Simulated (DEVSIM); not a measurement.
Device: Pt/AlN/n-Ge capacitor, at 250 K.

```csv
layer (left to right),material,thickness (nm),Nd (cm⁻³)
1,AlN,2.40,-
2,Ge,1300,2e17
```

Metal gate on the left, work function 5.6 eV. Fixed charge at the semiconductor interface 9.1e10 cm⁻² (in units of +e); no interface traps.

Constants are typed, rounded textbook-type inputs, not results; the design itself was drawn at random and stands for no fabricated device. Values at 300 K; Nc and Nv go as T^1.5, mobilities as T to minus their exponent, the gap by Varshni's rule with the affinity fixed.

```csv
parameter,AlN,Ge
gap (eV),6.1,0.664
affinity (eV),1.9,4
permittivity,8.5,16
Nc (cm⁻³),-,1.04e19
Nv (cm⁻³),-,6e18
Varshni α (eV/K),-,0.000477
Varshni β (K),-,235
```

Model (solved in DEVSIM): 1D Poisson equation in equilibrium, Boltzmann statistics, complete ionisation; no quantum confinement or tunnelling. Metal contacts follow the ideal Schottky-Mott rule: no Fermi-level pinning, no interface dipoles.

Base results: minimum of the low-frequency capacitance (μF/cm²) 0.218; capacitance of the dielectric stack (μF/cm²) 3.14; threshold voltage (band bending 2φF) (V) 0.91; flat-band voltage (V) 1.52.

Question: What follows from this one change: AlN thickness 0.0024 → 0.0013 μm?

Answer: minimum of the low-frequency capacitance 0.218 → 0.227 μF/cm²; capacitance of the dielectric stack 3.14 → 5.79 μF/cm²; threshold voltage (band bending 2φF) 0.91 → 0.94 V; flat-band voltage little changed (1.52 V).

Question: What follows from this one change: gate work function 5.6 → 5.75 eV?

Answer: minimum of the low-frequency capacitance little changed (0.218 μF/cm²); capacitance of the dielectric stack little changed (3.14 μF/cm²); threshold voltage (band bending 2φF) 0.91 → 1.06 V; flat-band voltage 1.52 → 1.67 V.
